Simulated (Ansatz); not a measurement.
ZnSe under load (space group I-4m2), r2SCAN with spin-orbit coupling, rigid bands run with Ansatz (a program for electronic structure). Condition of this run: uniaxial stress zz = 2 GPa (compression positive) (the target of the relaxation). Band gap 1.70 eV, N_c = 1.19e18 cm⁻³ and N_v = 7.54e18 cm⁻³ at 300 K, conductivity masses along x (a = (0.00, 2.88, 2.71) Å; b = (2.88, 0.00, 2.71) Å; c = (2.88, 2.88, 0.00) Å) of 0.134 mₑ (electrons) and 0.644 mₑ (holes). Take k_BT = 0.02585 eV.

**Question.** What built-in voltage has an abrupt junction with N_A = 1e16 and N_D = 1e17 cm⁻³, all dopants ionised?

**Answer.** V_bi = E_g/e − (k_BT/e) ln(N_c N_v/(N_A N_D)) = 1.70 − 0.02585 × 9.10 = 1.46 V, for the computed gap.

**Question.** A film of it is 8 nm thick, with its normal along the direction named. Estimate the confinement energies in an infinite well.

**Answer.** ħ²π²/(2m t²) = 0.376 eV·nm²/(m/mₑ × t²) gives 43.8 meV for electrons and 9.12 meV for holes, so the gap would widen to about 1.75 eV. Finite barriers and nonparabolic bands lower this, and with several valleys or bands the heaviest mass along the normal sets the lowest level, not this average.

**Question.** Find the intrinsic carrier density and the intrinsic Fermi level.

**Answer.** n_i = √(N_c N_v) exp(−E_g/2k_BT) = 3.00e18 × exp(−32.88) = 1.6e4 cm⁻³. The level lies (k_BT/2) ln(N_v/N_c) = 24 meV from mid-gap (positive towards the conduction band). Each 0.1 eV added to the gap lowers n_i by a factor of 6.9.

Rigid bands with the computed gap; masses take one relaxation time for all states.
